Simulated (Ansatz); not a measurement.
We consider SrZrO3 (model structure, R3c, No. 161, 10 atoms in the cell), described by LDA (plane waves, PAW; Ansatz, an electronic-structure program).

Settings: plane-wave cutoff 520 eV, 8×8×8 k mesh, Fermi–Dirac smearing 0.01 eV, scalar-relativistic PAW data made under PBE.

Cell (relaxed at this level):

```yaml
crystal:
  lattice:
    - [2.87987, 1.66269, 4.65949]
    - [-2.87987, 1.66269, 4.65949]
    - [0.00000, -3.32539, 4.65949]
  atoms:
    - { symbol: Sr, position: [0.26751, 0.26751, 0.26751] }
    - { symbol: Sr, position: [0.76751, 0.76751, 0.76751] }
    - { symbol: Zr, position: [0.01181, 0.01181, 0.01181] }
    - { symbol: Zr, position: [0.51181, 0.51181, 0.51181] }
    - { symbol: O, position: [0.75201, 0.18719, 0.33177] }
    - { symbol: O, position: [0.33177, 0.75201, 0.18719] }
    - { symbol: O, position: [0.18719, 0.33177, 0.75201] }
    - { symbol: O, position: [0.83177, 0.68719, 0.25201] }
    - { symbol: O, position: [0.25201, 0.83177, 0.68719] }
    - { symbol: O, position: [0.68719, 0.25201, 0.83177] }
```

Problem. Give the computed band gap.

Solution. 
band gap: 3.80 eV (on the SCF k mesh)

Note: the relaxation could raise the start's symmetry but not lower it, so the cell can be a saddle point.

Spin–orbit coupling is not included.

The computed numbers hold no vibrational or temperature effects.

A model structure was made by putting elements into a prototype or built by hand; it is no filed structure, need not be a known phase, and can be a saddle point held by its symmetry.
